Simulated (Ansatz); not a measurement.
La₃SbO₃ (C2/m, No. 12, 14 atoms in the cell; start COD 4102587) was calculated with LDA in Ansatz (plane waves, PAW).

Numerical settings: plane-wave cutoff 520 eV, 10×10×4 k mesh (along the axes of the cell as run), Fermi–Dirac smearing 0.01 eV, scalar-relativistic PAW data made under PBE.

Cell (measured lattice):

La3O3Sb is taken in the monoclinic space group C2/m (No. 12), Pearson symbol mS28. Lattice parameters: a = 13.8560 Å, b = 4.1050 Å, c = 12.3430 Å, α = γ = 90.00°, β = 118.55°. La1 on 4i has 4 O at 2.336–2.442 Å and 2 Sb at 3.413 Å. La2 on 4i has 3 O at 2.321–2.403 Å and 1 O at 2.588 Å and 2 Sb at 3.340 Å. La3 on 4i has 3 O at 2.391 Å and 1 O at 2.719 Å and 4 Sb at 3.560–3.579 Å and 1 Sb at 4.553 Å. Sb on 4i sees 8 La at 3.340–3.579 Å and 1 La at 4.553 Å (no clear gap to further neighbours). O1 on 4i sees 3 La at 2.403–2.442 Å and 1 La at 2.588 Å (tetrahedral). O2 on 4i is surrounded by 3 La at 2.321–2.394 Å and 1 La at 2.719 Å (tetrahedral). O3 on 4i is coordinated by 4 La at 2.336–2.392 Å (tetrahedral). (Neighbours: up to the widest gap in distance over summed covalent radii, below 1.35, at either atom; cation-cation and far metal-metal contacts left out.)
(The calculation used a cell of 14 atoms; values per cell refer to that cell.)

Q: Estimate the band gap, smallest direct gap on the k points sampled and direct gap at Γ that the calculation returns.

A: 
- band gap: 0.66 eV
- smallest direct gap on the k points sampled: 0.77 eV
- direct gap at Γ: 0.95 eV

Note: the file's cell can be that of a phase stable at another temperature; cell and atoms aren't relaxed at this level (largest force component 0.45 eV/Å, pressure -4.5 GPa).

Spin–orbit coupling is not included.

Computed values are for the static lattice.

Ansatz is a quantum-chemistry and plane-wave program.
